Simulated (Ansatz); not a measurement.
# C, response to strain

The reference is C in the graphite type structure (space group P6_3/mmc, No. 194; layered, stacked along the Cartesian z axis).

```
C
1.0
    2.45828     0.00000     0.00000
   -1.22914     2.12893     0.00000
    0.00000     0.00000     6.56348
C
4
Direct
  0.00000   0.00000   0.25000
  0.00000   0.00000   0.75000
  0.33333   0.66667   0.25000
  0.66667   0.33333   0.75000
```

Cartesian axes are those of the cell as printed.

Strains are applied to the cell and any free atomic positions relax; under biaxial strain the out-of-plane vector relaxes too; under stress the whole cell relaxes.

Computed with PBEsol-D3(BJ) in Ansatz (plane waves to 420 eV, PAW, without spin-orbit coupling).

Notes on the quantities. energy relative to the base: free energy F; pressure: mean of the normal stresses, compression positive.

| change | energy relative to the base | pressure | shortest interatomic distance |
|---|---|---|---|
| base | 0 meV/atom | 0.0 GPa | 1.419 Å |
| biaxial strain +3.61 %, plane normal [001], relaxed out of plane | – | -26.8 GPa | 1.471 Å |
| biaxial strain +4.12 %, plane normal [001], relaxed out of plane | – | -29.7 GPa | 1.478 Å |
| isotropic strain −4.53 % | +169 meV/atom | 53.4 GPa | 1.355 Å |
| isotropic strain +3.14 % | +66 meV/atom | -23.4 GPa | 1.464 Å |
| uniaxial strain ε_xx = +2.64 % | [?] | [?] | [?] |
| uniaxial strain ε_yy = −0.31 % | +0.3 meV/atom | 1.4 GPa | 1.416 Å |
| tensor shear ε_xz = +0.68 % | 0.0 meV/atom | 0.0 GPa | 1.419 Å |
| uniaxial stress, 0.5 GPa tension along x | 0.0 meV/atom | – | 1.419 Å |
| uniaxial stress, 0.5 GPa compression along z | +0.2 meV/atom | – | 1.419 Å |

Task: Complete the table.

Result: 
- uniaxial strain ε_xx = +2.64 %, energy relative to the base: +20 meV/atom
- uniaxial strain ε_xx = +2.64 %, pressure: -10.9 GPa
- uniaxial strain ε_xx = +2.64 %, shortest interatomic distance: 1.424 Å

The mesh was chosen for an insulator and is coarse for the gapless case. Beyond what the load breaks, stability against distortions was not tested.

Ansatz is a quantum-chemistry and plane-wave program.
